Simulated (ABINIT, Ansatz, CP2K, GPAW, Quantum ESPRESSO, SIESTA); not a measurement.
## One structure in several programs: NiSi₂ (Fm-3m, 3 atoms in the cell)

Self-consistent single point.

```yaml
crystal:
  lattice:
    - [0.00000, 2.66902, 2.66902]
    - [2.66902, 0.00000, 2.66902]
    - [2.66902, 2.66902, 0.00000]
  atoms:
    - { symbol: Si, position: [0.25000, 0.25000, 0.25000] }
    - { symbol: Si, position: [0.75000, 0.75000, 0.75000] }
    - { symbol: Ni, position: [0.00000, 0.00000, 0.00000] }
```

Shared settings, as Ansatz (a quantum-chemistry and plane-wave program) writes them: kpoints.mp_grid.grid = 9 9 9; scf.occupations.method = gaussian; scf.occupations.width = 0.136 eV. Potentials and cutoffs stand in the table.

```json
[
 {"code": "ABINIT", "model": "PBEsol, norm-conserving pseudopotentials (PseudoDojo nc-sr-04 PBEsol standard)", "pressure (GPa)": "5.23", "cutoff": "1333 eV"},
 {"code": "CP2K", "model": "PBEsol, GPW, DZVP-MOLOPT-SR-GTH basis, GTH-PBE potentials (GTH_POTENTIALS)", "pressure (GPa)": "6.82", "cutoff": "grid 600 Ry"},
 {"code": "GPAW", "model": "PBEsol, GPAW PAW datasets PBEsol (made by gpaw-setup)", "pressure (GPa)": "6.75", "cutoff": "850 eV"},
 {"code": "Quantum ESPRESSO", "model": "PBEsol, SSSP 1.1.2 precision (PBE) pseudopotentials", "pressure (GPa)": "5.86", "cutoff": "65 Ry"},
 {"code": "Ansatz", "model": "PBEsol, default PAW files made with PBE", "pressure (GPa)": "5.22", "cutoff": "420 eV"},
 {"code": "SIESTA", "model": "GGA PBEsol, numerical atomic orbitals DZP, PseudoDojo PBEsol standard norm-conserving potentials (rewritten from UPF to PSML)", "pressure (GPa)": "4.52", "cutoff": "grid 400 Ry"}
]
```

On Ansatz's run: spin polarisation is off.

The spread over the programs that give each value: pressure within 2.30 GPa.

CP2K and SIESTA use small atom-centred bases, whose incompleteness enters pressures, forces and empty levels differently from a plane-wave cutoff. Ansatz's pressure is given at a fixed set of plane waves, as the other plane-wave codes print theirs; with its correction for the finite basis it is 5.28 GPa. In the pressure, CP2K (by 1.27), GPAW (by 1.21) and SIESTA (by 1.03) lie more than 1 GPa from the median of the plane-wave programs.

The starting cell has typed, rounded lattice constants, without a prior relaxation at this level. Its lattice was rescaled by a random factor within 2.5 % of one.

Left out of this page: Elk and FLEUR (not drawn, or without a comparable value).

Keys are those of Ansatz 0.2.
